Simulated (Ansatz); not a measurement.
A15 Nb₃Sn (cubic form, which distorts at low temperature) was calculated with rVV10 in Ansatz (plane waves, PAW).

Input:

Ansatz 0.2 input:
```yaml
crystal:
  lattice:
    - [5.3872240858, 0.0, 0.0]
    - [0.0, 5.3872240858, 0.0]
    - [0.0, 0.0, 5.3872240858]
  atoms:
    - { symbol: Nb, position: [0.25, 0.0, 0.5] }
    - { symbol: Nb, position: [0.5, 0.25, 0.0] }
    - { symbol: Nb, position: [0.5, 0.75, 0.0] }
    - { symbol: Nb, position: [0.75, 0.0, 0.5] }
    - { symbol: Nb, position: [0.0, 0.5, 0.75] }
    - { symbol: Nb, position: [0.0, 0.5, 0.25] }
    - { symbol: Sn, position: [0.5, 0.5, 0.5] }
    - { symbol: Sn, position: [0.0, 0.0, 0.0] }
basis:
  ecutwfc: 520
  ecutrho_ratio: 4
  xc_grid: 2
kpoints:
  mp_grid: { grid: [10, 10, 10] }
hamiltonian:
  xc: { exchange: rpw86, correlation: pbe }
  dispersion: rvv10
  pseudopotentials: { kind: paw }
scf:
  occupations: { method: fermi_dirac, width: 0.05 }
  convergence: { dr2_threshold: 0.0000000008 }
output:
  forces: true
  stress: true
  eigenvalues: true
```

Problem. How many irreducible k-points, plane waves at Γ does the program set up, and what pressure does the run end with?

Solution. 56 irreducible k-points, 4169 plane waves at Γ; P = -3.03 GPa, so the cell is stretched on average and its volume would shrink at this level.

Output (set-up and result lines):

```
Crystal: 8 atoms, lattice volume = 156.349 Å³
Basis set: ecut = 520 eV, 4169 PW (Γ), exchange–correlation on 90×90×90 points (8 copies of the dense FFT grid, shifted against one another)
Bands: 64, of which v1, the nominal top of the filled ones, is band 53 counted from 1 (52 counted from 0)
Symmetry: 48 space group operations
Space group: Pm-3n (ITA 223), of the structure as read, at distance tolerance 5.4e-5 Å
k-points: 56 of 1000
Functional: x = rpw86, c = pbe(β = 0.06672455060314922) + rvv10(b = 6.3, C = 0.0093)
SCF iter   1: F=—  HF=-39670.724836 eV  |F-HF|=—  |Δ(HF+E_count)|=         —  Δρ=6.37e-3  dr2=6.81e-2
SCF iter   2: F=—  HF=-39670.710398 eV  |F-HF|=—  |Δ(HF+E_count)|=   1.44e-2  Δρ=3.45e-3  dr2=2.14e-2
  ...
SCF iter   7: F=—  HF=-39670.704127 eV  |F-HF|=—  |Δ(HF+E_count)|=   3.14e-9  Δρ=1.48e-6  dr2=3.79e-9
SCF iter   8: F=-39670.704127 eV  HF=-39670.704127 eV  |F-HF|=7.28e-12  |Δ(HF+E_count)|=  4.73e-10  Δρ=2.26e-7  dr2=5.18e-11
SCF 1 converged in 8 iterations: F = -39670.704127 eV  dr2 = 5.18e-11
SCF converged after 8 iterations
Free energy (F): -39670.704127 eV
Internal energy: -39670.591159 eV  (E = F + TS)
E sigma→0 (E₀):  -39670.647643 eV
Fermi energy:    16.257611 eV
--- Forces (eV/Å), atoms counted from 1 ---
  atom   1  Nb     0.00000000     0.00000000     0.00000000
  atom   2  Nb     0.00000000     0.00000000     0.00000000
  atom   3  Nb    -0.00000000    -0.00000000     0.00000000
  atom   4  Nb    -0.00000000    -0.00000000     0.00000000
  atom   5  Nb     0.00000000    -0.00000000     0.00000000
  atom   6  Nb    -0.00000000     0.00000000    -0.00000000
  atom   7  Sn     0.00000000    -0.00000000    -0.00000000
  atom   8  Sn     0.00000000    -0.00000000     0.00000000
--- Stress (GPa, compression-positive) ---
       -3.027322       0.000000       0.000000
        0.000000      -3.027322       0.000000
        0.000000       0.000000      -3.027322
  P = ⅓ Tr σ = -3.0273 GPa (-30.273 kbar)
```

The cell is one volume of an energy–volume scan, off the minimum.

The PAW data were made under PBE.

Note: symmetry holds this phase in the static calculation, where it need not be a minimum.

Computing time: about 40 core-seconds (a rough figure).

Ansatz is an electronic-structure program.
